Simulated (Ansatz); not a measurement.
Consider PtSe2 in the CdI2 type structure (space group P-3m1, No. 164; a = 3.772 Å, c = 4.818 Å; layered).

Level of theory: PBE-D3(BJ)/PAW in Ansatz (an electronic-structure program), no SOC.

Free-standing slabs (3 atom(s) a layer) normal to the stacking axis with 15 Å of vacuum; in-plane cell relaxed.

One change was made to it. Results:

```json
[
 {"quantity": "excess energy per area of both faces (slab less bulk energy over the cell's area: twice a surface energy) (uncertain by up to 0.08 J/m²)", "base": "–", "after": "0.7 J/m²"},
 {"quantity": "band gap", "base": "zero", "after": "0.23 eV"}
]
```

Question: What was done to the base?
A) 1 layer
B) 3 layers
C) 2 layers

Answer: C, 2 layers. For comparison, the band gap in the other runs: 1 layer gives 1.37 eV; 3 layers gives zero.

Slab and bulk use different k-meshes, which limits the precision of the excess energy. With Pt present, leaving out spin-orbit coupling can change the band edges. No phonon test of stability was made. The final runs are not spin-polarised. The zero or small gap of PtSe2 can change with the level of theory.
